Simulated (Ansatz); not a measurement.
Base system: Ta in the bcc (W type) structure (space group Im-3m, No. 229; relaxed with 0.1 eV smearing).

```
Ta
1.0
   -1.64115     1.64115     1.64115
    1.64115    -1.64115     1.64115
    1.64115     1.64115    -1.64115
Ta
1
Cartesian
  0.00000   0.00000   0.00000
```

Cartesian axes are those of the cell as printed.

All numbers come from Kohn–Sham DFT with the PBEsol functional, run in Ansatz (a first-principles code) with PAW and 420 eV plane waves, scalar-relativistic without spin-orbit coupling.

It is then changed as follows: uniaxial strain ε_zz = −1.50 %, all other strain components held at zero; the atoms relax in the strained cell.

Task: Predict the stress tensor and what it implies for the stiffness.

Result: Stress of the strained cell less that of the base (GPa, compression positive):
```
    2.6     0.0     0.0
    0.0     2.6     0.0
    0.0     0.0     4.4
```

Then −Δσ_ii/ε with ε = -0.0150 gives secant stiffness values (nonlinear terms included at this strain): C33 ≈ 296 GPa, C13 ≈ 175 GPa and C23 ≈ 175 GPa.

Whether these cells are dynamically stable was not tested. The final runs are not spin-polarised.
